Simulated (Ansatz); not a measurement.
## Al under a change: tensor shear ε_xy = +0.29 %

Consider Al in the fcc (Cu type) structure (space group Fm-3m, No. 225; a = 3.994 Å; relaxed with 0.1 eV smearing). Axes: x, y, z lie along the cube axes.

It is then changed as follows: a pure shear with ε_xy = ε_yx = 0.0029, atoms relaxed at fixed cell.

Computed with Ansatz (a quantum-chemistry and plane-wave program), r2SCAN, PAW, cutoff 500 eV, no SOC. Settings: 28×28×28 k-points, 0.1 eV Fermi–Dirac smearing.

```tsv
quantity	base	changed	shift
volume per atom	15.92 Å³	15.92 Å³	0.00 Å³
space group	Fm-3m (No. 225)	Immm (No. 71)	–
shortest interatomic distance	2.824 Å	2.816 Å	-0.008 Å
energy relative to the base (free energy F)	0 meV/atom	+0.1 meV/atom	+0.1 meV/atom
pressure (mean of the normal stresses, compression positive)	0.0 GPa	0.0 GPa	0.0 GPa
band gap	zero	zero	–
stress (xx, yy, zz, yz, xz, xy; compression positive)	–	(0.0, 0.0, 0.0, 0.0, 0.0, -0.2) GPa	–
```

Final structure:

```
CELL_PARAMETERS angstrom
      0.00579     1.99683     1.99683
      1.99683     0.00579     1.99683
      2.00262     2.00262     0.00000
ATOMIC_POSITIONS crystal
  Al 0.00000 0.00000 0.00000
```

The cells carry an imposed strain or load. Whether these cells are dynamically stable was not tested.
